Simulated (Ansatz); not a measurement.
Start from Ge in the diamond structure (space group Fd-3m, No. 227; a = 5.676 Å). Axes: x, y, z lie along the cube axes.

The change: the cell is stretched by 4.94 % along x with no lateral relaxation; the atoms relax in the strained cell.

Levels (all Ansatz, a quantum-chemistry and plane-wave program, PAW, earlier PAW set): PBEsol (420 eV, spin-orbit coupling left out); r2SCAN (500 eV, scalar-relativistic without spin-orbit coupling).

The geometry is relaxed with PBEsol.

```
Item                Value
---------------  --------
PBEsol pressure  -2.9 GPa
```

With r2SCAN at the same geometry, the pressure decreases by 0.2 GPa, from -2.9 GPa to -3.1 GPa.

Single points use the geometry relaxed with PBEsol. Their cutoffs differ, which shifts pressures a little. Stability against distortions was not tested.
